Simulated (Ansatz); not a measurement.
Consider C in the graphite type structure (space group P6_3/mmc, No. 194; a = 2.458 Å, c = 6.565 Å; layered, stacked along the Cartesian z axis).

Method: plane-wave PAW DFT at the PBEsol-D3(BJ) level (Ansatz, an electronic-structure program, 420 eV), without spin-orbit coupling.

Now apply this change: a free-standing slab of 3 layers (6 atoms, 2 a layer) is cut normal to the stacking axis, with 15 Å of vacuum and the in-plane cell relaxed.

**Question.** What does the calculation give for the excess energy per area of both faces after the change?

**Answer.** The excess energy per area of both faces (slab less bulk energy over the cell's area: twice a surface energy) is 0.4 J/m² (uncertain by up to 0.2 J/m²).

**Question.** Estimate the effect on the thickness between the outermost nuclei.

**Answer.** The thickness between the outermost nuclei comes out as 6.63 Å.

Slab and bulk use different k-meshes, which limits the precision of the excess energy. Whether these cells are dynamically stable was not tested.
